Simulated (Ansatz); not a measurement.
The reference is WSe₂ (space group P6_3/mmc, No. 194; a = 3.2790 Å, c = 12.7862 Å; layered, stacked along the Cartesian z axis).

All numbers come from Ansatz (a program for electronic structure), PBE-D3(BJ), PAW, cutoff 420 eV, no SOC.

For the base:

The volume per atom is 19.84 Å³, the valence-band top at Γ is 0.00, -0.96, -1.20 eV and the c/a ratio comes out as 3.899. The hole mass comes out as 1.3 mₑ along c, 0.70 mₑ across (at Γ).

Now apply this change: cell and atoms relaxed at a pressure of 3 GPa.

### Question
Estimate the effect on the volume per atom, valence-band top at Γ, c/a ratio, hole mass and mean gap deformation potential ΔEg/Δln V.

### Answer
The volume per atom falls by 0.93 Å³, from 19.84 Å³ to 18.91 Å³; the valence-band top at Γ (three highest levels, from the VBM) changes from 0.00, -0.96, -1.20 eV to 0.00, -0.77, -1.40 eV; the c/a ratio shrinks by 0.074, from 3.899 to 3.825; the hole mass goes from 1.3 mₑ along c, 0.70 mₑ across (at Γ) to 1.6 mₑ along c, 0.59 mₑ across (at Γ); the mean gap deformation potential ΔEg/Δln V is +3.4 eV.

Spin-orbit coupling, missing from the scalar runs, can matter with W. Load acts through the strain it causes; cell and atoms are relaxed under it. Effective masses come from finite differences of ±0.01 Å⁻¹. Whether these cells are dynamically stable was not tested.
